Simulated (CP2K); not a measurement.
Band structure of MoS2 (P-6m2, 3 atoms in the cell).

```
MoS2
1.0
    3.14497     0.00000     0.00000
   -1.57248     2.72362     0.00000
    0.00000     0.00000    17.12138
Mo S
1 2
Direct
  0.00000   0.00000   0.00000
  0.33333   0.66667   0.08949
  0.33333   0.66667   0.91051
```

Computed with LDA (Pade form), GPW, DZVP-MOLOPT-SR-GTH basis, GTH-PADE potentials (GTH_POTENTIALS) (CP2K).

Settings: CUTOFF = 500 Ry; REL_CUTOFF = 50 Ry; KPOINTS/SCHEME = MACDONALD 6 6 1 0.08333333333 0.08333333333 0; XC_FUNCTIONAL = PADE; Mo/BASIS_SET = DZVP-MOLOPT-SR-GTH-q14; Mo/POTENTIAL = GTH-PADE-q14; S/BASIS_SET = DZVP-MOLOPT-SR-GTH-q6; S/POTENTIAL = GTH-PADE-q6; METHOD = GPW; EPS_DEFAULT = 1e-11; EXTRAPOLATION = USE_GUESS; NGRIDS = 5; SCF_GUESS = ATOMIC; EPS_SCF = 1e-06.

The starting cell comes from a database of computed structures (which also holds hypothetical and non-ambient phases and stackings), without a prior relaxation at this level. Its lattice was rescaled by a random factor within 2.5 % of one. Values carry the incompleteness of an atom-centred basis.

Task: Predict the gap along the standard path and the places of the band edges.

Result: The gap along the path is 1.61 eV, from Γ to K; the smallest direct gap on it is 1.78 eV.

Levels in eV from the top of the valence band on the SCF mesh, bands 10 to 14:
```csv
point,10,11,12,13,14
Γ,-1.89,-1.76,-1.76,0.00,2.78
M,-3.51,-1.98,-1.15,-0.81,2.24
K,-3.76,-3.13,-2.26,-0.17,1.61
A,-1.89,-1.76,-1.76,0.00,2.78
L,-3.51,-1.98,-1.15,-0.81,2.24
H,-3.76,-3.13,-2.26,-0.17,1.61
```

Higher empty bands are left out: an atom-centred basis made for the valence describes them poorly.
